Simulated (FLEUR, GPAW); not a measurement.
A GPAW input for a self-consistent single point of CoBiO3 (P4mm, 5 atoms in the cell) (DFT PBEsol, plane waves, GPAW PAW datasets PBEsol (made by gpaw-setup)):

```python
from ase import Atoms
from ase.units import GPa
from gpaw import GPAW

atoms = Atoms(['Co', 'Bi', 'O', 'O', 'O'],
              cell=[[3.641557, 0.000000, 0.000000],
                    [0.000000, 3.641557, 0.000000],
                    [0.000000, 0.000000, 3.931350]],
              scaled_positions=[[0.500000, 0.500000, 0.622810],
                                [0.000000, 0.000000, 0.050960],
                                [0.500000, 0.000000, 0.696080],
                                [0.000000, 0.500000, 0.696080],
                                [0.500000, 0.500000, 0.162570]],
              pbc=True)

calc = GPAW(mode={'name': 'pw', 'ecut': 950},
            xc='PBEsol',
            kpts=(9, 9, 9),
            occupations={'name': 'fermi-dirac', 'width': 0.1},
            nbands=-9,
            convergence={'density': 1e-05, 'energy': 1e-05},
            symmetry={'symmorphic': False, 'tolerance': 0.0005},
            maxiter=120)

atoms.calc = calc

energy = atoms.get_potential_energy()
print('Energy (eV):', round(energy, 6))
forces = atoms.get_forces()
print('Forces (eV/Ang):')
print(forces.round(5))
stress = atoms.get_stress()
print('Stress (GPa, Voigt):', (stress / GPa).round(4))
```

Problem. Translate this input to FLEUR.

Solution. One input that does it (others would too):

Input of the input generator:

```
CoBiO3 FLAPW
&input film=f /
6.8815453972 0.0000000000 0.0000000000
0.0000000000 6.8815453972 0.0000000000
0.0000000000 0.0000000000 7.4291748000
1.0
1.0 1.0 1.0

5
27 0.5000000000 0.5000000000 0.6228100000
83 0.0000000000 0.0000000000 0.0509600000
8 0.5000000000 0.0000000000 0.6960800000
8 0.0000000000 0.5000000000 0.6960800000
8 0.5000000000 0.5000000000 0.1625700000

&comp jspins=1 /
&exco xctyp='PBEs' /
&kpt div1=9 div2=9 div3=9 /
&end /
```

```xml
<?xml version="1.0" encoding="UTF-8" standalone="no"?>
<fleurInput fleurInputVersion="0.39">
   <comment>
      CoBiO3 FLAPW                                                                                        
   </comment>
   <calculationSetup>
      <cutoffs Kmax="4.7" Gmax="18.8" GmaxXC="18.8" numbands="0"/>
      <scfLoop itmax="80" minDistance="0.00001" maxIterBroyd="25" imix="Anderson" alpha="0.05" precondParam="0.0" spinf="2.0"/>
      <coreElectrons ctail="T" frcor="F" kcrel="0" coretail_lmax="0"/>
      <xcFunctional name="PBEs" relativisticCorrections="F"/>
      <magnetism jspins="1"/>
      <soc l_soc="F" theta="0.0" phi="0.0" spav="F"/>
      <expertModes spex="0" secvar="F"/>
      <geometryOptimization l_f="T" forcealpha="1.0" forcemix="BFGS" epsdisp="0.00001" epsforce="0.00001"/>
      <ldaU l_linMix="F" mixParam="0.05" spinf="1.0"/>
   </calculationSetup>
   <cell>
      <bzIntegration valenceElectrons="48.0" mode="hist" fermiSmearingEnergy="0.00367493">
         <kPointListSelection listName="default-1"/>
         <!-- k-points included here -->
         <xi:include xmlns:xi="http://www.w3.org/2001/XInclude" href="kpts.xml"> </xi:include>
      </bzIntegration>
      <!-- symmetry operations included here -->
      <xi:include xmlns:xi="http://www.w3.org/2001/XInclude" href="sym.xml"> </xi:include>
      <bulkLattice scale="1.0">
         <bravaisMatrix>
            <row-1>    6.8815453972000000     0.0000000000000000     0.0000000000000000</row-1>
            <row-2>    0.0000000000000000     6.8815453972000000     0.0000000000000000</row-2>
            <row-3>    0.0000000000000000     0.0000000000000000     7.4291748000000002</row-3>
         </bravaisMatrix>
      </bulkLattice>
   </cell>
   <atomSpecies>
      <species name="Cobalt (Co)" element="Co" atomicNumber="27">
         <mtSphere radius="2.08" gridPoints="717" logIncrement="0.017"/>
         <atomicCutoffs lmax="8" lnonsphr="6"/>
         <electronConfig flipSpins="F">
            <coreConfig>(1s1/2) (2s1/2) (2p1/2) (2p3/2) (3s1/2)</coreConfig>
            <valenceConfig>(3p1/2) (3p3/2) (4s1/2) (3d3/2) (3d5/2)</valenceConfig>
            <stateOccupation state="(3d3/2)" spinUp="1.4" spinDown="1.4"/>
            <stateOccupation state="(3d5/2)" spinUp="2.1" spinDown="2.1"/>
         </electronConfig>
         <energyParameters s="4" p="4" d="3" f="4"/>
         <lo type="SCLO" l="1" n="3" eDeriv="0"/>
      </species>
      <species name="Bismuth (Bi)" element="Bi" atomicNumber="83">
         <mtSphere radius="2.68" gridPoints="925" logIncrement="0.015"/>
         <atomicCutoffs lmax="10" lnonsphr="8"/>
         <electronConfig flipSpins="F">
            <coreConfig>(1s1/2) (2s1/2) (2p1/2) (2p3/2) (3s1/2) (3p1/2) (3p3/2) (4s1/2) (3d3/2) (3d5/2) (4p1/2) (4p3/2) (5s1/2) (4d3/2) (4d5/2) (5p1/2) (5p3/2) (4f5/2) (4f7/2)</coreConfig>
            <valenceConfig>(6s1/2) (5d3/2) (5d5/2) (6p1/2) (6p3/2)</valenceConfig>
            <stateOccupation state="(6p1/2)" spinUp="0.5" spinDown="0.5"/>
            <stateOccupation state="(6p3/2)" spinUp="1.0" spinDown="1.0"/>
         </electronConfig>
         <energyParameters s="6" p="6" d="6" f="5"/>
         <lo type="SCLO" l="2" n="5" eDeriv="0"/>
      </species>
      <species name="Oxygen (O)" element="O" atomicNumber="8">
         <mtSphere radius="1.18" gridPoints="407" logIncrement="0.026"/>
         <atomicCutoffs lmax="6" lnonsphr="4"/>
         <electronConfig flipSpins="F">
            <coreConfig>(1s1/2)</coreConfig>
            <valenceConfig>(2s1/2) (2p1/2) (2p3/2)</valenceConfig>
            <stateOccupation state="(2p1/2)" spinUp="0.6666666666667" spinDown="0.6666666666667"/>
            <stateOccupation state="(2p3/2)" spinUp="1.3333333333333" spinDown="1.3333333333333"/>
         </electronConfig>
         <energyParameters s="2" p="2" d="3" f="4"/>
      </species>
   </atomSpecies>
   <atomGroups>
      <atomGroup species="Cobalt (Co)">
         <relPos label="                   1">1.000/2.000 1.000/2.000 -.3771900000</relPos>
         <force calculate="T" relaxXYZ="TTT"/>
      </atomGroup>
      <atomGroup species="Bismuth (Bi)">
         <relPos label="                   2">.0000000000 .0000000000 .0509600000</relPos>
         <force calculate="T" relaxXYZ="TTT"/>
      </atomGroup>
      <atomGroup species="Oxygen (O)">
         <relPos label="                   3">1.000/2.000 .0000000000 -.3039200000</relPos>
         <relPos label="                   4">.0000000000 1.000/2.000 -.3039200000</relPos>
         <force calculate="T" relaxXYZ="TTT"/>
      </atomGroup>
      <atomGroup species="Oxygen (O)">
         <relPos label="                   5">1.000/2.000 1.000/2.000 .1625700000</relPos>
         <force calculate="T" relaxXYZ="TTT"/>
      </atomGroup>
   </atomGroups>
   <output dos="F" band="F" slice="F">
      <checks vchk="F" cdinf="F"/>
      <bandDOS minEnergy="-.5*Htr" maxEnergy="0.5*Htr" sigma="0.015" storeEVData="T"/>
      <vacuumDOS vacdos="F" integ="F" star="F" nstars="0" locx1="0.0" locy1="0.0" locx2="0.0" locy2="0.0" nstm="0" tworkf="0.0"/>
      <unfoldingBand unfoldBand="F" supercellX="1" supercellY="1" supercellZ="1"/>
      <plotting iplot="0" polar="F">
         <plot TwoD="T" vec1="  1.0  0.0  0.0" vec2="  0.0  1.0  0.0" vec3="  0.0  0.0  1.0" zero="  0.0  0.0  0.0" file="plot"/>
      </plotting>
      <chargeDensitySlicing numkpt="0" minEigenval="0.0" maxEigenval="0.0" nnne="0" pallst="F"/>
      <specialOutput eonly="F"/>
      <magneticCircularDichroism mcd="F" energyLo="-10.0" energyUp="0.0"/>
   </output>
  <!-- We include the file relax.xml here to enable relaxations (see documentation) -->
  <xi:include xmlns:xi="http://www.w3.org/2001/XInclude" href="relax.xml"> <xi:fallback/> </xi:include>
</fleurInput>
```

Basis settings and potentials, where a program has them, do not carry over. This input uses DFT, PBEsol, all-electron FLAPW (FLEUR), scalar-relativistic valence.

The starting cell comes from a database of computed structures (which also holds hypothetical and non-ambient phases and stackings), without a prior relaxation at this level. Its lattice was rescaled by a random factor within 2.5 % of one. For this run, on top of that: lattice scaled by 0.98.
